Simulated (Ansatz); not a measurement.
# Effect of x(Os) = 0.667, 3 atoms, I4/mmm on Pt

Base system: Pt in the fcc (Cu type) structure (space group Fm-3m, No. 225; a = 3.940 Å).

The other end (x = 1) is Os in the fcc (Cu type) structure (space group Fm-3m, No. 225; a model cell): 14.07 Å³/atom, gap zero; this end may not be an ambient phase.

Modification: a fraction x = 0.667 of the Pt sites is given to Os, ordered in a cell of 3 atoms (starting symmetry I4/mmm) and fully relaxed.

Level of theory: r2SCAN (Ansatz, a program for electronic structure; PAW; 500 eV plane waves; no SOC). Γ-centred 24×24×24 mesh, Fermi–Dirac width 0.05 eV, for the changed cell.

- Density: 21.99 g/cm³ (base 21.18 g/cm³)
- Shortest interatomic distance: 2.602 Å (base 2.786 Å)
- Band gap: zero (base zero)
- Mixing energy: -0.01 eV/atom (to 0.01 eV only: unlike meshes or grids)
- Deviation of the volume from the linear (Vegard-type) interpolation: +0.1 %

These are small ordered cells, not random alloys; other orderings at the same x differ. Stability against distortions was not tested. The final runs are not spin-polarised. This is not the structure that Os has at room temperature and ambient pressure.
